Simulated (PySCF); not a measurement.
PySCF 2.14.0, DF-MP2 (frozen core)/cc-pvtz, df: pivalic acid (CC(C)(C)C(=O)O), 17 atoms. The geometry is a generated start, not checked to be a minimum at this level.

```yaml
task: df-mp2
basis: cc-pvtz
two_electron_scheme: density fitting
frozen_core: true
mf.init_guess: minao (default)
mf.DIIS: CDIIS (default)
mf.diis_space: 8 (default)
mf.conv_tol: 1e-09 (default)
basis functions (reference run): 350
```

On 4 threads, 1 BLAS thread. Build: conda-forge: OpenMP (GNU), OpenBLAS with its own threads, libcint, Libxc. Each setting ran once; only counts and results are compared.

Values of mol.max_memory tried: 8000 MB, 4000 MB, 2000 MB, 1000 MB, 500 MB, 300 MB, 200 MB.

**Question.** How low can the memory setting go, and what changes on the way?

**Answer.** It runs down to 200 MB, the lowest tried, with the same result. At 8000 MB: fitted integrals in memory. From 500 MB down: fitted integrals in a file.

```csv
mol.max_memory,path,peak memory
8000 MB,fitted integrals in memory,0.91 GiB
4000 MB,fitted integrals in memory,0.91 GiB
2000 MB,fitted integrals in memory,0.91 GiB
1000 MB,fitted integrals in memory,0.65 GiB
500 MB,fitted integrals in a file,0.35 GiB
300 MB,fitted integrals in a file,0.25 GiB
200 MB,fitted integrals in a file,0.16 GiB
```

Peak memory is the kernel's count for the largest process, libraries included and scratch files not.
